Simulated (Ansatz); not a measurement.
## A computed series for Sr3AsN: pressure series

The parent structure is Sr₃AsN in the anti-perovskite structure (space group Pm-3m, No. 221; a = 5.041 Å; a cell from a computed database, its experimental status unchecked).

Cell and atoms are relaxed at each pressure.

Levels (all Ansatz, a program for electronic structure, PAW): PBEsol (420 eV, without spin-orbit coupling); HSE06 (420 eV, no spin-orbit coupling).

Band gaps by level, all at the geometries relaxed with PBEsol:

| case | PBEsol | HSE06 |
|---|---|---|
| base | 0.38 eV | 1.20 eV |
| pressure −2 GPa | 0.38 eV | 1.27 eV |
| pressure −1 GPa | 0.42 eV | 1.24 eV |
| pressure 0.3 GPa | 0.36 eV | 1.19 eV |
| pressure 0.7 GPa | 0.35 eV | 1.18 eV |
| pressure 3 GPa | 0.25 eV | 1.09 eV |
| pressure 5 GPa | 0.17 eV | 1.02 eV |
| pressure 7.5 GPa | 0.08 eV | 0.93 eV |

Single points use the geometry relaxed with PBEsol. Load acts through the strain it causes; cell and atoms are relaxed under it. No phonon test of stability was made. No other phases were tried under pressure. The zero or small gap of Sr3AsN under pressure 3 GPa, Sr3AsN under pressure 5 GPa and Sr3AsN under pressure 7.5 GPa can change with the level of theory.
